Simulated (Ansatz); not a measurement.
Start from AlBN₂ in the chalcopyrite structure (space group I-42d, No. 122; a = 4.0878 Å, c = 7.6177 Å; a hypothetical phase, not in the database extracts checked).

All numbers come from PBEsol/PAW in Ansatz (a quantum-chemistry and plane-wave program), no spin-orbit coupling.

Base values:

* **Valley order**: Γ 2.69 eV; M (1/2, 1/2, 1/2) 3.86 eV
* **Pressure**: -0.01 GPa

Perturbation: an isotropic linear strain of −0.62 %, atoms relaxed at fixed cell.

Q: Estimate the effect on the mean gap deformation potential ΔEg/Δln V, valley order, energy relative to the base and pressure.

A: The mean gap deformation potential ΔEg/Δln V amounts to +0.4 eV; the valley order (the lowest conduction-band minima on the path, energy above the VBM, named in the base's zone) changes from Γ 2.69 eV; M (1/2, 1/2, 1/2) 3.86 eV to Γ 2.69 eV; M (1/2, 1/2, 1/2) 3.88 eV; the energy grows by 2.4 meV/atom; the pressure (mean of the normal stresses, compression positive) grows by 5.293 GPa to 5.29 GPa.

Whether these cells are dynamically stable was not tested.
